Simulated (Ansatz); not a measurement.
We consider quartz-high SiO2 (high-temperature phase), described by LDA in Ansatz (plane waves, PAW).

Numerical settings: plane-wave cutoff 520 eV, 12×12×6 k mesh (along the axes of the cell as run), Fermi–Dirac smearing 0.01 eV, scalar-relativistic PAW data made under PBE.

The cell is scaled about its equilibrium volume:

Shape and atoms are relaxed at each volume.

```
V (Å³/atom)  P (GPa)  direct gap at Γ (eV)  smallest gap on the k mesh (eV)  c (Å)
-----------  -------  --------------------  -------------------------------  -----
12.957          5.90                 5.748                            5.604  5.488
13.227          2.87                 5.724                            5.558  5.504
13.497          0.01                 5.683                            5.498  5.525
13.767         -2.67                 5.624                            5.423  5.552
14.037         -5.19                 5.554                            5.337  5.579
```

The fundamental gap (5.49 eV at the equilibrium volume, with added k points) lies elsewhere than Γ–Γ.

Note: symmetry holds this phase in the static calculation, where it need not be a minimum; held by symmetry at 0 K, a high-temperature phase can be a saddle point; the bulk modulus comes from volumes at which shape and atoms were relaxed.

Ansatz is a quantum-chemistry and plane-wave program.
